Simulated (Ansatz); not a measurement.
System: interstitial O in monoclinic ZrO2 with all lengths changed by +1 % (charge state -2). Calculation: PBE, PAW (plane waves to 420 eV; Ansatz, a first-principles code).

Cell of 96 host sites held at the strained lattice (strain from the relaxed PBE one, atoms relaxed); the Γ point alone; Fermi-Dirac width 0.01 eV, spin-restricted; finite-size errors left in. Energies are static. The charge state is imposed; whether it is stable for some Fermi level was not computed. Sites that were not tried may lie lower.

Barriers: single points on a 2×2×2 k-point mesh shifted by half a step at the bands' geometries.

A. a concerted move, in which O travels most; the atom moves 1.56 Å along (0.21, 0.12, 0.20) of the unit cell; the moving atom starts with neighbours O at 2.37, O at 2.40, O at 2.53, 2 O at 2.65; Zr at 2.09, Zr at 2.15, Zr at 2.17 Å and ends with O at 2.37, O at 2.40, O at 2.53, 2 O at 2.65; Zr at 2.09, Zr at 2.15, Zr at 2.17 Å; saddle order not checked, on a symmetry element.
B. a concerted move, in which O travels most; the atom moves 1.16 Å along (0.08, -0.15, 0.14) of the unit cell; the moving atom starts with neighbours O at 2.37, O at 2.40, O at 2.53, 2 O at 2.65; Zr at 2.09, Zr at 2.15, Zr at 2.17 Å and ends with O at 2.37, O at 2.45, O at 2.64, O at 2.67, O at 2.69; Zr at 2.09, Zr at 2.15, Zr at 2.17 Å; saddle order not checked.

A band can be held on a symmetry element, so unchecked saddle points there may be too high.

Put the candidates in order of forward barrier, lowest first, for PBE, PAW.

B (0.26 eV), A (0.44 eV)
